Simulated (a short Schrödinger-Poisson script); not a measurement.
Structure: MOS inversion layer, SiO2 on p-type Si(100), at 400 K.

| layer | material | thickness (nm) | Na (cm⁻³) |
|---|---|---|---|
| 1 | SiO2 | 2 | - |
| 2 | Si | 320 | 1.8e18 |

Constants are typed, rounded textbook-type inputs, not results; the design itself was drawn at random and stands for no fabricated device. SiO2: permittivity 3.9, conduction-band edge (eV) 3.15, gap (eV) 9, electron mass (mₑ) 0.5. Si: permittivity 11.7, conduction-band edge (eV) 0, gap (eV) 1.124, Nv at 300 K (cm⁻³) 3.1e19.

Channel valleys (confinement mass, in-plane density-of-states mass, number): Δ2 0.916, 0.19, 2; Δ4 0.19, 0.417, 4. At the gate the conduction-band edge of layer 1 lies 3.46 eV − eVg above the Fermi level of the channel; the field vanishes at the back. Gaps are held at their typed values at every temperature. Mesh 0.03 nm at interfaces.

Solved with a short Schrödinger-Poisson script written for these runs: 1D Poisson equation in equilibrium, electrons quantum, Hartree (BenDaniel-Duke, 12 states a valley, the channel's in-plane mass for all, wave functions free to enter the dielectric), parabolic valleys, classical holes, full ionisation, no traps, pinning or gate leakage.

The same stack at other levels of the model or other numerical settings:

```tsv
run	sheet density of all electrons at Vg = 2.2 V (cm⁻²)	sheet density of all electrons at Vg = 1 V (cm⁻²)	capacitance at Vg = 2.2 V (μF/cm²)	centroid of the channel electrons at Vg = 2.2 V (nm)	rough cost against the base
base	1.20e13	1.45e12	1.49	1.13	about 1
electrons treated as classical, Boltzmann	1.44e13	2.48e12	1.65	0.30	0.03
electrons treated as classical, Fermi-Dirac	1.37e13	2.40e12	1.57	0.46	0.2
mesh six times as coarse	1.19e13	1.43e12	1.49	1.13	0.2
one subband a valley	1.19e13	1.43e12	1.49	1.11	0.4
```

The classical rows ignore confinement, and Boltzmann statistics overrate the density once the band edge passes the Fermi level.
